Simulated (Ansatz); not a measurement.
## LaBr₃ (P6₃/m, No. 176)

Computed with PBE0+SOC (Ansatz, a first-principles code, plane waves, PAW).

Numerical settings: plane-wave cutoff 460 eV, 3×3×6 k mesh (along the axes of the cell as run), Fermi–Dirac smearing 0.01 eV, PAW data made under PBE.

Cell (measured lattice):

```
CELL_PARAMETERS angstrom
      7.96480     0.00000     0.00000
     -3.98240     6.89772     0.00000
      0.00000     0.00000     4.51190
ATOMIC_POSITIONS crystal
  La 0.66667 0.33333 0.75000
  La 0.33333 0.66667 0.25000
  Br 0.29890 0.91380 0.75000
  Br 0.70110 0.08620 0.25000
  Br 0.38510 0.29890 0.25000
  Br 0.61490 0.70110 0.75000
  Br 0.08620 0.38510 0.75000
  Br 0.91380 0.61490 0.25000
```

- band gap: 5.18 eV (direct)

Measured, for comparison: band gap 5.9 eV (temperature not stated, no zero-point or thermal correction, literature value; as tabulated in Przystupa et al. (2023), doi:10.3390/ma16145085). Computed (rounded) less measured: band gap -0.72 eV.

Note: cell and atoms aren't relaxed at this level (largest force component 0.03 eV/Å, pressure 0.6 GPa).

Computed values are for the static lattice.
